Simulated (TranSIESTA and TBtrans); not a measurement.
Junction: (SiH2)2 held by direct bond between the apex atoms of two Al(100) rods. Leads: fcc Al rod along [100], layers of 5 and 4 atoms, a = 4.04 Å. Geometry: as built, not relaxed. Transport runs along z; the first 18 and the last 18 of the 75 atoms are the lead cells, repeated to infinity.

```xyz
75
Lattice="14.213 0.000 0.000 0.000 14.213 0.000 0.000 0.000 38.063" Properties=species:S:1:pos:R:3 pbc="F F T"
Al     7.107     7.107     0.000
Al     9.963     7.107     0.000
Al     7.107     9.963     0.000
Al     4.250     7.107     0.000
Al     7.107     4.250     0.000
Al     8.535     8.535     2.020
Al     5.678     8.535     2.020
Al     8.535     5.678     2.020
Al     5.678     5.678     2.020
Al     7.107     7.107     4.040
Al     9.963     7.107     4.040
Al     7.107     9.963     4.040
Al     4.250     7.107     4.040
Al     7.107     4.250     4.040
Al     8.535     8.535     6.060
Al     5.678     8.535     6.060
Al     8.535     5.678     6.060
Al     5.678     5.678     6.060
Al     7.107     7.107     8.080
Al     9.963     7.107     8.080
Al     7.107     9.963     8.080
Al     4.250     7.107     8.080
Al     7.107     4.250     8.080
Al     8.535     8.535    10.100
Al     5.678     8.535    10.100
Al     8.535     5.678    10.100
Al     5.678     5.678    10.100
Al     7.107     7.107    12.120
Al     9.963     7.107    12.120
Al     7.107     9.963    12.120
Al     4.250     7.107    12.120
Al     7.107     4.250    12.120
Al     8.535     8.535    14.140
Al     5.678     8.535    14.140
Al     8.535     5.678    14.140
Al     5.678     5.678    14.140
Al     7.107     7.107    16.160
Si     7.833     6.677    18.300
Si     6.380     7.536    19.763
H      9.153     7.292    18.503
H      7.931     5.225    18.503
H      6.283     8.989    19.559
H      5.060     6.921    19.559
Al     7.107     7.107    21.903
Al     8.535     8.535    23.923
Al     5.678     8.535    23.923
Al     8.535     5.678    23.923
Al     5.678     5.678    23.923
Al     7.107     7.107    25.943
Al     9.963     7.107    25.943
Al     7.107     9.963    25.943
Al     4.250     7.107    25.943
Al     7.107     4.250    25.943
Al     8.535     8.535    27.963
Al     5.678     8.535    27.963
Al     8.535     5.678    27.963
Al     5.678     5.678    27.963
Al     7.107     7.107    29.983
Al     9.963     7.107    29.983
Al     7.107     9.963    29.983
Al     4.250     7.107    29.983
Al     7.107     4.250    29.983
Al     8.535     8.535    32.003
Al     5.678     8.535    32.003
Al     8.535     5.678    32.003
Al     5.678     5.678    32.003
Al     7.107     7.107    34.023
Al     9.963     7.107    34.023
Al     7.107     9.963    34.023
Al     4.250     7.107    34.023
Al     7.107     4.250    34.023
Al     8.535     8.535    36.043
Al     5.678     8.535    36.043
Al     8.535     5.678    36.043
Al     5.678     5.678    36.043
```

Run with TranSIESTA and TBtrans (open boundaries, self-consistent; PseudoDojo norm-conserving potentials, scalar-relativistic): PAO.BasisSize SZP, PAO.EnergyShift 0.15 eV, XC.Authors PBE, Mesh.Cutoff 150 Ry, ElectronicTemperature 300 K, TBT.Elecs.Eta 0.001 eV, no spin polarisation.

Task: Give the current of both spins against bias, self-consistently and from the zero-bias transmission integrated over the bias window.

Result: 
```csv
V (V),I self-consistent (μA),I from the zero-bias T(E) (μA)
0.3,1.90,1.65
0.6,4.52,4.27
0.9,6.85,7.39
1.2,8.41,10.3
```

Positive bias raises the left lead's chemical potential. The energy step is 0.02 eV; narrower resonances are cut or missed.

The leads' channel count changes near 0.03 eV, within the thermal window, so values at the Fermi level hang on where that band edge falls. Semilocal functionals put molecular levels too close to the Fermi level and tend to overestimate such conductances.
